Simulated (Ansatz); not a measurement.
(Si,C): CSi$_{7}$

A 16-atom cell of (Si,C) started in the hexagonal diamond (lonsdaleite) structure, site fractions Si 0.875, C 0.125, short-range order -0.14 in the first shell of the mixed sites (0 is random, a negative value favours unlike neighbours), space group Cm at the end.

The mixing enthalpy is taken against the end members in the hexagonal diamond (lonsdaleite) type (which need not be the stable form of Si and C), relaxed in the same cell and mesh.

All values below come from r2SCAN (plane waves to 500 eV, PAW; Ansatz, an electronic-structure program). No spin–orbit coupling. Its k-point mesh 4×4×4, Fermi–Dirac width 0.01 eV.

The volume per atom is 17.23 Å³ and the Si–Si bonds is 2.332 Å on average, from 2.249 to 2.397 (24). The C–Si bonds is 1.994 Å on average, from 1.970 to 2.012 (8), the mixing enthalpy per site of the mixed sublattice is 141 meV and the departure of the mean lattice parameter from Vegard's line comes out as -0.8 %. The r2SCAN gap over the mesh and listed points off it is closed or nearly so.

```
CELL_PARAMETERS angstrom
     -3.64256    -0.04209    -6.00325
      3.64256    -0.04209    -6.00325
      3.64256    -6.30258    -0.04418
ATOMIC_POSITIONS crystal
  C  0.30843 0.65066 0.15777
  Si 0.79047 0.12588 0.16459
  Si 0.30846 0.62574 0.66886
  Si 0.79460 0.13961 0.66886
  Si 0.65544 0.39178 0.31083
  Si 0.20261 0.84460 0.31083
  Si 0.71112 0.36948 0.84164
  Si 0.22003 0.86116 0.85887
  Si 0.89418 0.54368 0.33088
  Si 0.37456 0.06330 0.33088
  Si 0.90016 0.56158 0.83858
  C  0.37982 0.03565 0.84417
  Si 0.14499 0.48217 0.16282
  Si 0.58450 0.95092 0.13358
  Si 0.14977 0.39245 0.68842
  Si 0.58086 0.96136 0.68842
```
